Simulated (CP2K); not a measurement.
**Variants of one calculation on W3Cl9Rb (P-3, 26 atoms in the cell)**

```yaml
crystal:
  lattice:
    - [9.40359, 0.00000, 0.00000]
    - [-4.70179, 8.14375, 0.00000]
    - [0.00000, 0.00000, 8.66966]
  atoms:
    - { symbol: W, position: [0.16786, 0.18803, 0.13570] }
    - { symbol: W, position: [0.81197, 0.97983, 0.13570] }
    - { symbol: W, position: [0.02017, 0.83214, 0.13570] }
    - { symbol: W, position: [0.83214, 0.81197, 0.86430] }
    - { symbol: W, position: [0.18803, 0.02017, 0.86430] }
    - { symbol: W, position: [0.97983, 0.16786, 0.86430] }
    - { symbol: Cl, position: [0.21889, 0.02199, 0.32530] }
    - { symbol: Cl, position: [0.97801, 0.19690, 0.32530] }
    - { symbol: Cl, position: [0.80310, 0.78111, 0.32530] }
    - { symbol: Cl, position: [0.78111, 0.97801, 0.67470] }
    - { symbol: Cl, position: [0.02199, 0.80310, 0.67470] }
    - { symbol: Cl, position: [0.19690, 0.21889, 0.67470] }
    - { symbol: Cl, position: [0.17449, 0.42099, 0.00680] }
    - { symbol: Cl, position: [0.57901, 0.75350, 0.00680] }
    - { symbol: Cl, position: [0.24650, 0.82551, 0.00680] }
    - { symbol: Cl, position: [0.82551, 0.57901, 0.99320] }
    - { symbol: Cl, position: [0.42099, 0.24650, 0.99320] }
    - { symbol: Cl, position: [0.75350, 0.17449, 0.99320] }
    - { symbol: Rb, position: [0.66667, 0.33333, 0.42900] }
    - { symbol: Rb, position: [0.33333, 0.66667, 0.57100] }
    - { symbol: Cl, position: [0.37799, 0.41639, 0.30070] }
    - { symbol: Cl, position: [0.58361, 0.96160, 0.30070] }
    - { symbol: Cl, position: [0.03840, 0.62201, 0.30070] }
    - { symbol: Cl, position: [0.62201, 0.58361, 0.69930] }
    - { symbol: Cl, position: [0.41639, 0.03840, 0.69930] }
    - { symbol: Cl, position: [0.96160, 0.37799, 0.69930] }
```

Base run A: CP2K 2026.2 with LDA (Pade form), GPW, DZVP-MOLOPT-SR-GTH basis, GTH-PADE potentials (GTH_POTENTIALS), self-consistent single point.

Its settings: CUTOFF = 500 Ry; REL_CUTOFF = 40 Ry; SMEAR/METHOD = MARZARI_VANDERBILT; SIGMA = 0.05 eV; KPOINTS/SCHEME = MONKHORST-PACK 2 2 2; GAMMA_CENTERED = T; XC_FUNCTIONAL = PADE; W/BASIS_SET = DZVP-MOLOPT-SR-GTH-q14; W/POTENTIAL = GTH-PADE-q14; Cl/BASIS_SET = DZVP-MOLOPT-SR-GTH-q7; Cl/POTENTIAL = GTH-PADE-q7; Rb/BASIS_SET = DZVP-MOLOPT-SR-GTH-q9; Rb/POTENTIAL = GTH-PADE-q9; METHOD = GPW; EPS_DEFAULT = 1e-11; NGRIDS = 5; SCF_GUESS = ATOMIC; EPS_SCF = 1e-07; MAX_SCF = 100; ADDED_MOS = 36.

The starting cell comes from a database of published, mostly measured structures (it also holds non-ambient and calculated ones), without a prior relaxation at this level. Its lattice was rescaled by a random factor within 2.5 % of one. Spin polarisation is off. Values carry the incompleteness of an atom-centred basis. In the base run, with a pressure of about -9 GPa the cell is away from its equilibrium volume at this level. In the base run, forces exceed 1 eV/Å. Without a gap this mesh is coarse (it stands for a supercell whose shortest vector is 17 Å).

| run | change | pressure (GPa) | largest force (eV/Å) |
|---|---|---|---|
| A | base | -9.06 | 1.607 |
| B | XC_FUNCTIONAL: PADE → GGA_X_AM05 + GGA_C_AM05; W/POTENTIAL: GTH-PADE-q14 → GTH-PBE-q14; Cl/POTENTIAL: GTH-PADE-q7 → GTH-PBE-q7; Rb/POTENTIAL: GTH-PADE-q9 → GTH-PBE-q9 [AM05] | -5.07 | 1.273 |
| C | XC_FUNCTIONAL: PADE → GGA_X_WC + GGA_C_PBE; W/POTENTIAL: GTH-PADE-q14 → GTH-PBE-q14; Cl/POTENTIAL: GTH-PADE-q7 → GTH-PBE-q7; Rb/POTENTIAL: GTH-PADE-q9 → GTH-PBE-q9 [Wu-Cohen GGA] | -5.23 | 1.185 |

Run B against A: The pressure goes from -9.06 to -5.07 GPa and the largest force goes from 1.607 to 1.273 eV/Å.

Run C against A: The pressure goes from -9.06 to -5.23 GPa and the largest force goes from 1.607 to 1.185 eV/Å.

Left out of this page: 1 run of the series held back from this collection.
